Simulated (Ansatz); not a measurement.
## LiNbO$_{3}$ (space group R3c, No. 161)

LiNbO₃ is modelled in the trigonal space group R3c, hexagonal axes (No. 161), Pearson symbol hR10. Lattice parameters: a = 5.0675 Å, b = 5.0675 Å, c = 13.6873 Å, α = 90.00°, β = 90.00°, γ = 120.00°. Li on 6a is surrounded by 3 O at 2.004 Å and 3 O at 2.213 Å. Nb on 6a is surrounded by 3 O at 1.880 Å and 3 O at 2.084 Å (octahedral). O on 18b is surrounded by 1 Nb at 1.880 Å and 1 Nb at 2.084 Å and 1 Li at 2.004 Å and 1 Li at 2.213 Å. (Neighbours: up to the widest gap in distance over summed covalent radii, below 1.35, at either atom; cation-cation and far metal-metal contacts left out.)
(The calculation used a cell of 10 atoms; values per cell refer to that cell.)

All numbers come from LDA, PAW, 420 eV (Ansatz, a program for electronic structure; no SOC). k-mesh 8×8×8 (Γ-centred); smearing 0.05 eV (Fermi–Dirac).

```yaml
volume_per_atom: 10.15 Å³
density: 4.84 g/cm³
band_gap: "3.50 eV (uncertain: the edges found on the path are not clean extrema)"
total_energy: -1263.145 eV/atom (σ→0; compares only within this code and set-up)
```

No phonon test of stability was made.
